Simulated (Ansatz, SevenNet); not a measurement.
For rock-salt VN (cubic form, which distorts at low temperature), the machine-learned potential SevenNet-l3i5 (trained on PBE and PBE+U data) gives:

```
Property                           Value
------------------------------  --------
TO(Γ) frequency                 105 cm⁻¹
elastic constant C11             542 GPa
elastic constant C44            6.12 GPa
Voigt–Reuss–Hill shear modulus  39.3 GPa
```

Problem. What does PBE-D3(BJ) (plane waves, PAW; Ansatz, a quantum-chemistry and plane-wave program) give for the same quantities?

Solution. 
- zone-centre TO phonon frequency: 394 cm⁻¹ (rises by 280 %)
- elastic constant C11: 693 GPa (goes up by 28 %)
- elastic constant C44: 138 GPa (rises by 2200 %)
- Voigt–Reuss–Hill shear modulus: 181 GPa (goes up by 360 %)

For comparison: elastic constant C11 533 GPa (measured, temperature not stated, not corrected to a static lattice, single-crystal film on MgO(001), surface acoustic waves; as tabulated in Holec et al. (2012), arXiv:1111.2737); elastic constant C44 133 GPa (measured, temperature not stated, no zero-point or thermal correction, single-crystal film on MgO(001), surface acoustic waves; as tabulated in Holec et al. (2012), arXiv:1111.2737).

Changes are worked out from the printed values.

Unless a cell is named, each level is at its own relaxed cell (SevenNet-l3i5 8.77, PBE-D3(BJ) 8.48 Å³/atom).

The crystal itself was run without spin with PBE-D3(BJ); a magnetic state was not tried in these runs.

Caveats: symmetry holds this phase in the static calculation, where it need not be a minimum (PBE-D3(BJ)); the dispersion coefficients are held fixed in the derivatives (PBE-D3(BJ)). Ansatz's density-functional and Hartree–Fock values are scalar-relativistic unless marked +SOC, with PAW data made under PBE.
